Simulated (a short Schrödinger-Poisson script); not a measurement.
System: gated In0.52Al0.48As/In0.53Ga0.47As δ-doped gas in a quantum well, at 300 K.

```
layer        material  thickness (nm)  Na (cm⁻³)
-----  --------------  --------------  ---------
1      In0.52Al0.48As              15          -
2      In0.52Al0.48As               2          -
3      In0.53Ga0.47As              20          -
4      In0.52Al0.48As            4000       7e14
```

The device is made up for the run: typed textbook-type constants, with dimensions and the other settings drawn at random. In0.52Al0.48As: permittivity 12.5, conduction-band edge (eV) 0.52, gap (eV) 1.45, electron mass (mₑ) 0.075, Nv at 300 K (cm⁻³) 1.1e19. In0.53Ga0.47As: permittivity 13.9, conduction-band edge (eV) 0, gap (eV) 0.74, Nv at 300 K (cm⁻³) 7.7e18.

Channel valleys (confinement mass, in-plane density-of-states mass, number): Γ 0.041, 0.041, 1. At the gate the conduction-band edge of layer 1 lies 0.65 eV − eVg above the Fermi level of the channel; the field vanishes at the back. Sheet of ionised δ-doping: +3.5e12 e/cm² at 15 nm from the gate. The barrier under the gate holds no holes. Gaps are held at their typed values at every temperature. Mesh 0.08 nm at interfaces.

From a short Schrödinger-Poisson script (our own, NumPy): 1D Poisson equation in equilibrium, electrons quantum, Hartree plus LDA exchange-correlation (BenDaniel-Duke, 40 states a valley, the channel's in-plane mass for all, wave functions free to enter the barrier), parabolic valleys, classical holes, full ionisation, no traps, pinning or gate leakage.

The same stack at other levels of the model or other numerical settings:

```csv
run,sheet density of all electrons at Vg = 0.4 V (cm⁻²),sheet density of all electrons at Vg = -0.6 V (cm⁻²),capacitance at Vg = 0.4 V (μF/cm²),centroid of the channel electrons at Vg = 0.4 V (nm),rough cost against the base
base,2.99e12,9.43e10,0.517,5.83,about 1
"electrons treated as classical, Boltzmann",3.56e12,1.14e11,0.615,2.59,0.02
"electrons treated as classical, Fermi-Dirac",2.99e12,1.09e11,0.502,5.64,0.08
"electrons treated as quantum, Hartree",2.94e12,8.67e10,0.513,5.94,about 1
mesh six times as coarse,2.99e12,9.41e10,0.517,5.79,0.3
one subband a valley,2.86e12,8.74e10,0.488,4.58,0.3
```

The classical rows ignore confinement, and Boltzmann statistics overrate the density once the band edge passes the Fermi level.
